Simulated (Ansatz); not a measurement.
Consider a 24-atom supercell of SnO$_{2}$ in the rutile structure (space group P4_2/mnm, No. 136; a = 4.769 Å, c = 3.211 Å) at its relaxed geometry.

The values are results of PBEsol/PAW in Ansatz (a program for electronic structure), without spin-orbit coupling, earlier PAW set, not measurements.

One neutral defect a cell, atoms relaxed at fixed cell.

One change was made to it. Results:

```tsv
quantity	base	after
total moment of the cell	–	0.0 μB
gap of the supercell	0.92 eV	0.90 eV
pressure	0.0 GPa	4.8 GPa
largest displacement of a host atom from its site in the perfect cell	–	0.07 Å
```

Which of these changes matches the shifts?
A) Te on a Sn site
B) O vacancy
C) Sn vacancy, symmetric start
D) S on a O site, symmetric start

A, Te on a Sn site. For comparison, the gap of the supercell in the other runs: Sn vacancy, symmetric start gives zero; S on a O site, symmetric start gives 0.59 eV; O vacancy gives 1.08 eV.

The magnetic state is the one reached from the starting moments; the real material's order can differ, and small cells can't hold many antiferromagnetic ones. The cell is small, so the values are those of an ordered compound at a high defect concentration; dilute-limit values will differ. A case with no gap was solved on a k-mesh chosen for an insulator, which is coarse for it. Defects with a symmetric start kept the site's symmetry and may sit on a saddle; the others started slightly shaken. With Te present, leaving out spin-orbit coupling can change the band edges. Seeded moments were not kept for Te on a Sn site, S on a O site and O vacancy.
